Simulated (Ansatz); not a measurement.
```xyz
16
Lattice="15.0000 0.0000 0.0000 0.0000 15.0000 0.0000 0.0000 0.0000 5.2079" Properties=species:S:1:pos:R:3 pbc="T T T"
Al     9.5407     7.5000     3.5040
N      9.0792     9.0792     4.3078
N      9.7333     7.5000     1.7039
Al     7.5000     9.5407     3.5040
N      5.9208     9.0792     4.3078
Al     8.9430     8.9430     0.9001
N      7.5000     9.7333     1.7039
Al     5.4593     7.5000     3.5040
N      5.9208     5.9208     4.3078
Al     6.0570     8.9430     0.9001
N      5.2667     7.5000     1.7039
Al     7.5000     5.4593     3.5040
N      9.0792     5.9208     4.3078
Al     6.0570     6.0570     0.9001
N      7.5000     5.2667     1.7039
Al     8.9430     6.0570     0.9001
```

All values below come from PBE (plane waves to 420 eV, PAW; Ansatz, a program for electronic structure). Mesh 1×1×6. No spin polarisation. One-dimensional cell, images about 11 Å apart. A hypothetical model, rolled from the flat sheet. It keeps the symmetry and period of its start, so it need not be a minimum against all distortions.

Task: Tabulate the two highest filled and two lowest empty levels along the axis, from the valence top.

Result: 
```csv
k (2π/c),v2 (eV),v1 (eV),c1 (eV),c2 (eV)
0.000,-0.08,-0.08,2.40,3.17
0.042,-0.08,-0.08,2.43,3.17
0.083,-0.07,-0.07,2.49,3.15
0.125,-0.07,-0.07,2.60,3.13
0.167,-0.06,-0.06,2.73,3.12
0.208,-0.05,-0.05,2.88,3.13
0.250,-0.04,-0.04,3.05,3.15
0.292,-0.03,-0.03,3.19,3.22
0.333,-0.02,-0.02,3.25,3.39
0.375,-0.01,-0.01,3.33,3.54
0.417,-0.01,-0.01,3.43,3.66
0.458,0.00,0.00,3.53,3.68
0.500,0.00,0.00,3.62,3.63
```
